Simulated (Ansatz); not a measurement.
# SiC: response to strain

Consider SiC in the wurtzite structure (space group P6_3mc, No. 186; a = 3.076 Å, c = 5.048 Å). Axes: x lies along a and z along c of the hexagonal cell.

Strains are applied to the cell and any free atomic positions relax.

Calculations: PBEsol/PAW in Ansatz (a quantum-chemistry and plane-wave program), no spin-orbit coupling.

Notes on the quantities. pressure: mean of the normal stresses, compression positive.

| case | band gap | volume per atom | pressure |
|---|---|---|---|
| base | 2.12 eV | 10.34 Å³ | 0.00 GPa |
| uniaxial strain ε_zz = +0.60 % | 2.09 eV | 10.40 Å³ | -1.30 GPa |
| uniaxial strain ε_zz = +1.80 % | 2.03 eV | 10.53 Å³ | -3.76 GPa |
| uniaxial strain ε_zz = +2.40 % | 2.00 eV | 10.59 Å³ | -4.92 GPa |
| uniaxial strain ε_zz = +3.00 % | (withheld) | 10.65 Å³ | (withheld) |

Task: Some entries are withheld; estimate them.

Result: 
- uniaxial strain ε_zz = +3.00 %, band gap: 1.98 eV
- uniaxial strain ε_zz = +3.00 %, pressure: -6.04 GPa

Whether these cells are dynamically stable was not tested.
